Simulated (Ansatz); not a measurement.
ZnS: energy against strain

ZnS (zinc blende, F-43m, 19.564 Å³/atom at rest) under an equal strain ε in the (001) plane with the normal axis free, as in a coherent film. r2SCAN in Ansatz, a plane-wave DFT program (PAW, default set), 500 eV, 11×11×11 Γ-centred mesh, Fermi-Dirac smearing 0.05 eV; ions are relaxed within the symmetry of each cell.

Here s stands for strain and y for E less E0.

```csv
strain (%),E less E0 (meV/atom)
-3.00,?
-1.50,2.70
-1.00,1.18
-0.50,0.29
0.00,0.00
0.50,0.29
1.00,1.13
1.50,2.52
```

Question: Using a parabola, estimate the missing y at s = -3.00 from the other rows, showing the fit.

Answer: Least squares gives y = -0.001 - 0.0457·s + 1.1600·s². Residuals (row less fit): 0.022, -0.025, -0.022, 0.001, 0.024, 0.017, -0.020; standard error 0.027 (degrees of freedom: 4). Twice the quadratic coefficient over the volume, 2 × 1.1600 meV × 10⁴ × 0.1602 / 19.564 Å³, is twice the biaxial elastic modulus of this plane = 190 ± 1.9 GPa. At the withheld row, y = -0.001 - 0.0457 × (-3.0) + 1.1600 × (-3.0)² = 10.576 meV/atom. The calculation gives 11.18 meV/atom, 0.604 meV/atom above the prediction (5.4 % of the range of y in the table). The row lies outside the fitted rows, so this is an extrapolation. From the scatter of the fitted rows alone, a prediction at this place has a standard error of 0.102 meV/atom, so the miss is 5.9 times that.

One order more, fitted to all 13 runs of the series, follows each within 0.01, so the miss is the next term of a smooth law. Rows are the converged runs of the series near zero and its far end; series whose fitted rows scatter by over a few per cent of the range, as at a crossing or softening among them, aren't shown in this form. Most that stay on the fit to the last digits aren't either.
